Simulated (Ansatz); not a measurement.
System: CsPbCl3 (Amm2, No. 38, 10 atoms in the cell; start mp-1539667). Method: PBEsol (Ansatz, a program for electronic structure, plane waves, PAW).

Numerical settings: plane-wave cutoff 500 eV, 8×6×6 k mesh (along the axes of the cell as run), gaussian smearing 0.02 eV, scalar-relativistic PAW data made under PBE.

Cell (relaxed at this level):

CsPbCl$_{3}$ is taken in the orthorhombic space group Amm2 (No. 38), Pearson symbol oS20. Cell: a = 5.6946 Å, b = 10.9945 Å, c = 10.9948 Å, α = 90.00°, β = 90.00°, γ = 90.00°. Cs1 on 2b is surrounded by 4 Cl at 3.506–3.510 Å and 4 Cl at 3.875–3.900 Å and 4 Cl at 4.472 Å. Cs2 on 2b sees 4 Cl at 3.508 Å and 4 Cl at 3.851–3.924 Å and 4 Cl at 4.427–4.517 Å. Pb on 4d is surrounded by 6 Cl at 2.836–2.847 Å (octahedral). Cl1 on 4d sees 2 Pb at 2.836 Å and 2 Cs at 3.508 Å and 2 Cs at 4.472 Å. Cl2 on 4e is surrounded by 2 Pb at 2.847 Å and 4 Cs at 3.851–3.924 Å (octahedral). Cl3 on 2a sees 2 Pb at 2.837 Å and 2 Cs at 3.510 Å and 2 Cs at 4.427 Å. Cl4 on 2a is coordinated by 2 Pb at 2.836 Å and 2 Cs at 3.506 Å and 2 Cs at 4.517 Å. (Neighbours: up to the widest gap in distance over summed covalent radii, below 1.35, at either atom; cation-cation and far metal-metal contacts left out.)
(The calculation used a cell of 10 atoms; values per cell refer to that cell.)

Task: Estimate the band gap that the calculation returns.

Result: 
band gap: 2.07 eV (on the SCF k mesh)

Note: the relaxation could not lower the start's symmetry, so the cell can be a saddle point above a distorted one.

Spin–orbit coupling is not included; with these elements it can move the gap by several tenths of an eV or more.

Static lattice: no zero-point or thermal effects.

Cost on a shared machine: about 21 core-minutes (a rough figure).

A start named mp-… is a Materials Project structure, which need not be a measured phase.
